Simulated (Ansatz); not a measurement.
Coverage and cell size: O on the 1x1 (0001) surface of hcp Co, ferromagnetic, one adsorbate a cell, in each cell the lowest of the starts that converged. Energies against ½ O2(g), without dispersion, zero-point or thermal terms; small cells hold the layer to their symmetry. A negative adsorption energy means that the adsorbate is more stable on the surface than in its reference.

Calculation: PBE (plane waves to 420 eV, PAW; Ansatz, a first-principles code).

```json
[
 {"area an adsorbate, end state": "5 Å², bonded to 3 Co", "atoms": "5", "E_ads (eV)": "-1.61", "height (Å)": "1.05", "Δ work function (eV)": "1.63", "rough cost": "around 2.2 core-minutes (rough)"},
 {"area an adsorbate, end state": "11 Å², bonded to 3 Co", "atoms": "9", "E_ads (eV)": "-2.21", "height (Å)": "1.10", "Δ work function (eV)": "…", "rough cost": "about 10 core-minutes (a rough figure)"},
 {"area an adsorbate, end state": "22 Å², bonded to 3 Co", "atoms": "17", "E_ads (eV)": "-2.60", "height (Å)": "1.13", "Δ work function (eV)": "…", "rough cost": "about 12 core-minutes (a rough figure)"}
]
```

**Question.** Some entries are withheld; supply them.

**Answer.** 
- 11 Å², bonded to 3 Co, Δ work function (eV): 1.09
- 22 Å², bonded to 3 Co, Δ work function (eV): 0.50
